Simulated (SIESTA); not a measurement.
SIESTA run on MoPd (R-3m, 2 atoms in the cell): self-consistent single point.

Computed with GGA PBEsol with spin-orbit coupling, numerical atomic orbitals DZP, PseudoDojo PBEsol fully relativistic norm-conserving potentials (rewritten from UPF to PSML) in SIESTA 5.4.2.

```
CELL_PARAMETERS angstrom
      1.38767     0.80117     4.64477
     -1.38767     0.80117     4.64477
      0.00000    -1.60234     4.64477
ATOMIC_POSITIONS crystal
  Mo 0.00000 0.00000 0.00000
  Pd 0.50000 0.50000 0.50000
```

Reference input (self-consistent single point, DFT, GGA PBEsol, numerical atomic orbitals DZP, PseudoDojo PBEsol standard norm-conserving potentials (rewritten from UPF to PSML)): XC.functional = GGA; XC.authors = PBEsol; potentials = PseudoDojo PBEsol standard; PAO.BasisSize = DZP; PAO.EnergyShift = 0.01 Ry; MeshCutoff = 350 Ry; kgrid.MonkhorstPack = 14 14 14; OccupationFunction = MP; OccupationMPOrder = 0; ElectronicTemperature = 580.23 K; MaxSCFIterations = 150; SCF.Mixer.Method = Pulay. This run's input differs from it in these lines:

```diff
@@ -1,2 +1,2 @@
-# files in the folder: Mo.psml Pd.psml (PseudoDojo PBEsol standard)
+# files in the folder: Mo.psml Pd.psml (PseudoDojo PBEsol fully relativistic)
 SystemName  MoPd
@@ -35,2 +35,7 @@
 ElectronicTemperature        580.23 K
+Spin                         spin-orbit
+%block DM.InitSpin
+  1 0.00 0.00 0.00
+  2 0.00 0.00 0.00
+%endblock DM.InitSpin
```

The program printed (abridged):

```
        iscf     Eharris(eV)        E_KS(eV)     FreeEng(eV)     dDmax    Ef(eV) dHmax(eV)
   scf:    1    -5547.623530    -5572.038442    -5572.041287  0.225697 -2.810436 14.989854
     spin moment: {S} , |S| = {    0.00000    0.00000    0.00000 }     0.00000
   scf:    2    -5580.689749    -5577.536498    -5577.538277  0.054239 -3.183920  7.926338
     spin moment: {S} , |S| = {   -0.00000    0.00000    0.00000 }     0.00000
   scf:    3    -5579.051619    -5578.643823    -5578.646208  0.044581 -3.504072  3.405158
     spin moment: {S} , |S| = {   -0.00000   -0.00000    0.00000 }     0.00000
   [... lines left out ...]
     spin moment: {S} , |S| = {   -0.00000   -0.00000   -0.00000 }     0.00000
   scf:   11    -5579.343225    -5579.342790    -5579.344885  0.000686 -4.292796  0.006895
     spin moment: {S} , |S| = {   -0.00000    0.00000   -0.00000 }     0.00000
   scf:   12    -5579.342785    -5579.342791    -5579.344886  0.000011 -4.292840  0.004825
     spin moment: {S} , |S| = {   -0.00000   -0.00000    0.00000 }     0.00000
   scf:   13    -5579.342780    -5579.342793    -5579.344887  0.000027 -4.292896  0.000365
     spin moment: {S} , |S| = {   -0.00000   -0.00000   -0.00000 }     0.00000
SCF Convergence by DM+H criterion
max |DM_out - DM_in|         :     0.0000271652
max |H_out - H_in|      (eV) :     0.0003645610
SCF cycle converged after 13 iterations

Using DM_out to compute the final energy and forces

siesta: E_KS(eV) =            -5579.3428

siesta: E_KS - E_eggbox =     -5579.3428

siesta: Atomic forces (eV/Ang):
     1   -0.000000   -0.000000    0.000000
     2   -0.000000   -0.000000   -0.000000
   Tot   -0.000000   -0.000000   -0.000000
   Max    0.000000
   Res    0.000000    sqrt( Sum f_i^2 / 3N )
   Max    0.000000    constrained

Stress tensor Voigt[x,y,z,yz,xz,xy] (kbar):      103.50      103.50       97.61        0.00        0.00       -0.00
(Free)E + p*V (eV/cell)    -5581.3085
Target enthalpy (eV/cell)    -5579.3449

siesta: Program's energy decomposition (eV):
siesta: Enl(+so)=       261.958512
   [... lines left out ...]
siesta: FreeEng =     -5579.344887
   [... lines left out ...]
siesta:     0.064602   -0.000000    0.000000
siesta:    -0.000000    0.064602    0.000000
siesta:     0.000000    0.000000    0.060924

siesta: Cell volume =         30.983270 Ang**3

siesta: Pressure (static):
siesta:                Solid            Molecule  Units
siesta:          -0.00069025         -0.00069025  Ry/Bohr**3
siesta:          -0.06337587         -0.06337587  eV/Ang**3
siesta:        -101.53933504       -101.53933504  kBar
```

The run converged in 13 iterations. Against the reference run the pressure goes from -9.95 to -10.15 GPa.

The starting cell comes from a database of computed structures (which also holds hypothetical and non-ambient phases and stackings), without a prior relaxation at this level. Values carry the incompleteness of an atom-centred basis. With a pressure of about -10 GPa the cell is away from its equilibrium volume at this level.

Cost on one core of a shared machine: roughly 5 min.
